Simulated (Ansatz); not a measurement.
**MgF2 under a change: isotropic strain −3.51 %**

Consider MgF₂ in the rutile structure (space group P4_2/mnm, No. 136; a = 4.622 Å, c = 3.046 Å).

Now apply this change: the cell is scaled by 0.9649 in all directions; the atoms relax in the strained cell.

Level of theory: Ansatz (a quantum-chemistry and plane-wave program), r2SCAN, PAW, cutoff 500 eV, no spin-orbit coupling. Γ-centred 7×7×11 mesh, Fermi–Dirac width 0.05 eV.

The volume per atom falls by 1.102 Å³, from 10.85 Å³ to 9.74 Å³ and the shortest interatomic distance decreases by 0.080 Å (1.980 Å → 1.900 Å). The energy increases by 45 meV/atom and the pressure (mean of the normal stresses, compression positive) goes from zero to 14.25 GPa. The band gap grows by 0.80 eV (8.07 eV → 8.87 eV) and the gap character remains direct at Γ. The width of the top valence band increases by 0.14 eV, from 0.86 eV to 1.00 eV and the hole mass comes out as 2.9 mₑ along c, 2.6 mₑ across (at Γ). The valence-band top at Γ (three highest levels, from the VBM) goes from 0.00, -0.32, -0.32 eV to 0.00, -0.34, -0.34 eV and the largest internal atomic displacement is 0.011 Å.

Final structure:

```xyz
6
Lattice="4.4597 0.0000 0.0000 0.0000 4.4597 0.0000 0.0000 0.0000 2.9393" Properties=species:S:1:pos:R:3 pbc="T T T"
Mg     0.0000     0.0000     0.0000
Mg     2.2299     2.2299     1.4696
F      1.3434     1.3434     0.0000
F      3.5733     0.8865     1.4696
F      0.8865     3.5733     1.4696
F      3.1163     3.1163     0.0000
```

Effective masses come from finite differences of ±0.01 Å⁻¹. Whether these cells are dynamically stable was not tested.
